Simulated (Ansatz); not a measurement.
Data:

```
AlN
1.0
    3.12367     0.00000     0.00000
   -1.56184     2.70518     0.00000
    0.00000     0.00000     5.00277
Al N
2 2
Cartesian
  1.56184   0.90173   2.49690
  0.00000   1.80345   4.99828
  1.56184   0.90173   4.40692
  0.00000   1.80345   1.90553
```

Calculation: PBEsol with spin-orbit coupling, rigid bands (plane waves, PAW; Ansatz, a program for electronic structure). Condition of this run: hydrostatic pressure -2 GPa (the target of the relaxation). Geometry: cell and atoms relaxed with PBEsol, then loaded as said.

### Question
Predict the hole conductivity mass (n e² τ/σ) at 300 K, by direction if it differs.

### Answer
3.7 (x), 3.7 (y), 0.42 (z) mₑ.

### Question
What conductivity effective mass do dilute electrons have at 300 K?

### Answer
0.31 (x), 0.31 (y), 0.29 (z) mₑ.

### Question
And the band gap?

### Answer
4.01 eV at this level; semilocal functionals usually fall short of the measured gap.

Rigid bands, one relaxation time for all states, no polarons.
